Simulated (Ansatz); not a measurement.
Worked calculations on one periodic cell of amorphous hafnium silicate (Si₁₂Hf₈O₄₀): Si12Hf8O40, 60 atoms, volume 859.8 Å³, made by a melt-quench on the CHGNet potential and relaxed with DFT. O atoms were pushed apart under 1.9 Å during the dynamics, to hinder bonds among them. It is a model cell: composition and starting density were chosen by hand, and all elements were melted together. Cycles of charging were run to anneal it. Level of theory: PBE, scalar-relativistic without spin-orbit coupling (plane waves to 420 eV, PAW; Ansatz, a first-principles code). Sampling: a 2×2×2 Γ-centred mesh; Fermi-Dirac width 0.02 eV; no spin polarisation. Its volume was relaxed, its shape was free, and it stands at a mean pressure of 0.0 GPa with stress components up to 0.1 GPa; the relaxation ran on the zone centre alone. Its density went from a set 4.85 to 4.64 g/cm³. The cell is small and was quenched far faster than a real film, so it is one sample of the glass.

Q: Count formal charges (Si +4, Hf +4, O -2). What does the count lead one to expect at the Fermi level, and what does the calculation give?

A: 12 × (+4) + 8 × (+4) + 40 × (-2) = 0. The charges balance, so the anion-derived valence states can be full and a gap can open. On this mesh the highest filled and lowest empty level lie 4.63 eV apart, the PBE gap of this cell, with a localised state at one edge or both.

Four energies for an added electron at PBE on the zone centre alone (charged cells in a uniform background, spin-polarised): neutral at the neutral geometry -156174.609 eV; charged at the neutral geometry -156165.034 eV; charged and relaxed -156165.465 eV; neutral at the charged geometry -156173.883 eV.

Q: Find the two relaxation energies and their sum, the reorganisation energy.

A: On charging: -156165.034 − (-156165.465) = 0.431 eV. On discharging: -156173.883 − (-156174.609) = 0.726 eV. The sum is 1.157 eV. The carrier's level spreads over 7 of the 60 atoms' worth, so it counts as partly localised, most on one Hf atom with neighbours O 1.89 Å, O 1.99 Å, O 2.04 Å, O 2.09 Å, O 2.26 Å (neutral geometry). The values are uncorrected: the image energy of a point charge in this cell, 2.84 × 14.40 / (2 × 9.5) = 2.1 eV before screening, is screened by electrons alone at the fixed geometry and by ions too after relaxing, and the carrier can be spread before it relaxes, so each term can be off by up to that value times 1/ε∞, some tenths of an eV. PBE's self-interaction favours spread-out carriers, so a hybrid can localise more.

Four energies for a hole at PBE on the zone centre alone (charged cells in a uniform background, spin-polarised): neutral at the neutral geometry -156174.609 eV; charged at the neutral geometry -156179.483 eV; charged and relaxed -156179.549 eV; neutral at the charged geometry -156174.513 eV.

Q: Find the two relaxation energies and their sum, the reorganisation energy.

A: On charging: -156179.483 − (-156179.549) = 0.066 eV. On discharging: -156174.513 − (-156174.609) = 0.096 eV. The sum is 0.162 eV. The carrier's level spreads over 16 of the 60 atoms' worth, so it counts as partly localised, most on one O atom with neighbours Si 1.62 Å, Hf 2.01 Å (neutral geometry). The values are uncorrected: the image energy of a point charge in this cell, 2.84 × 14.40 / (2 × 9.5) = 2.1 eV before screening, is screened by electrons alone at the fixed geometry and by ions too after relaxing, and the carrier can be spread before it relaxes, so each term can be off by up to that value times 1/ε∞, some tenths of an eV. PBE's self-interaction favours spread-out carriers, so a hybrid can localise more.
